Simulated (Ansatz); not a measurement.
Input and output of a self-consistent single point for NaTl (R3m, 4 atoms in the cell) (Ansatz, a program for electronic structure).

Computed with LDA (PW92), harder PAW files (source: ansatz) made with PBE (plane waves; Ansatz).

```
NaTl
1.0
    0.00000     3.75057     3.75057
    3.75057     0.00000     3.75057
    3.75057     3.75057     0.00000
Na Tl
2 2
Direct
  0.50385   0.50385   0.50385
  0.75000   0.75000   0.75000
  0.00000   0.00000   0.00000
  0.25000   0.25000   0.25000
```

Reference input (self-consistent single point, DFT, LDA (PW92), plane waves, default PAW files made with PBE): basis.ecutwfc = 420 eV; kpoints.mp_grid.grid = 6 6 6; hamiltonian.xc = lda; hamiltonian.pseudopotentials = {kind: paw} (the program's default PAW files); scf.occupations.method = gaussian; scf.occupations.width = 0.1 eV. This run's input differs from it in these lines:

Ansatz 0.2 input:
```diff
@@ -11,3 +11,3 @@
 basis:
-  ecutwfc: 420.0 eV
+  ecutwfc: 1400.0 eV
 kpoints:
@@ -16,3 +16,3 @@
   xc: lda
-  pseudopotentials: { kind: paw }
+  pseudopotentials: { kind: paw, source: ansatz }
 scf:
```

Output (repeated stretches shortened):

```
SCF iter   1: F=—  HF=-31437.527335 eV  |F-HF|=—  |Δ(HF+E_count)|=         —  Δρ=4.31e-2  dr2=2.22e0  ethr=3.10e-3  ⟨swp⟩=5.0  Hψ=3793  notcnv=0
all-band conjugate gradients solve this SCF's bands
preconditioner: auto → Kerker (q_TF=auto, 2.483 Å⁻¹)
SCF iter   2: F=—  HF=-31436.912012 eV  |F-HF|=—  |Δ(HF+E_count)|=   6.15e-1  Δρ=1.78e-2  dr2=5.58e-1  ethr=3.10e-3  ⟨swp⟩=3.0  Hψ=2248  notcnv=0  defer=40
   [... lines left out ...]
SCF iter   5: F=—  HF=-31436.708861 eV  |F-HF|=—  |Δ(HF+E_count)|=   7.08e-4  Δρ=4.45e-4  dr2=1.53e-4  ethr=4.01e-6  ⟨swp⟩=2.0  Hψ=1383  notcnv=0  defer=40
SCF iter   6: F=—  HF=-31436.708920 eV  |F-HF|=—  |Δ(HF+E_count)|=   5.91e-5  Δρ=8.44e-5  dr2=6.17e-6  ethr=2.56e-7  ⟨swp⟩=2.7  Hψ=1789  notcnv=0  defer=40
SCF iter   7: F=—  HF=-31436.709097 eV  |F-HF|=—  |Δ(HF+E_count)|=   1.77e-4  Δρ=1.99e-5  dr2=3.86e-7  ethr=1.03e-8  ⟨swp⟩=2.0  Hψ=1271  notcnv=0  defer=40
SCF iter   8: F=-31436.709097 eV  HF=-31436.709097 eV  |F-HF|=6.10e-9  |Δ(HF+E_count)|=   8.15e-8  Δρ=3.81e-6  dr2=1.28e-8  ethr=1.67e-10  ⟨swp⟩=10.5  Hψ=5300  notcnv=0
SCF 1 converged in 8 iterations: F = -31436.709097 eV  dr2 = 1.28e-8
Free energy (F): -31436.709097 eV
Internal energy: -31436.703261 eV  (E = F + TS)
E sigma→0 (E₀):  -31436.706179 eV
Entropy (-TS):   -0.005835 eV (-1.459 meV/atom)
Fermi energy:    8.229469 eV
--- Forces (eV/Å), atoms counted from 1 ---
  atom   1  Na    -0.03561932    -0.03561932    -0.03561932
  atom   2  Na     0.01571857     0.01571857     0.01571857
  atom   3  Tl     0.00137354     0.00137354     0.00137354
  atom   4  Tl     0.01851571     0.01851571     0.01851571
--- Stress (GPa, compression-positive) ---
       -1.711679       0.012457       0.012457
        0.012457      -1.711679       0.012457
        0.012457       0.012457      -1.711679
  P = ⅓ Tr σ = -1.7117 GPa (-17.117 kbar)
  The stress holds the Pulay correction. Without it, at fixed plane waves, as pw.x and ABINIT print it: P = -1.7122 GPa
```

The run converged in 8 iterations. Against the reference run the pressure hardly changes (-1.73 to -1.71 GPa) and the largest force stays at 0.062 eV/Å.

The starting cell comes from a database of computed structures (which also holds hypothetical and non-ambient phases and stackings), without a prior relaxation at this level. Its lattice was rescaled by up to half a per cent. One atom was moved a little off its site on purpose. Ansatz's pressure includes its estimate of the finite-basis (Pulay) stress.

Cost on one core of a shared machine: roughly 30 s.
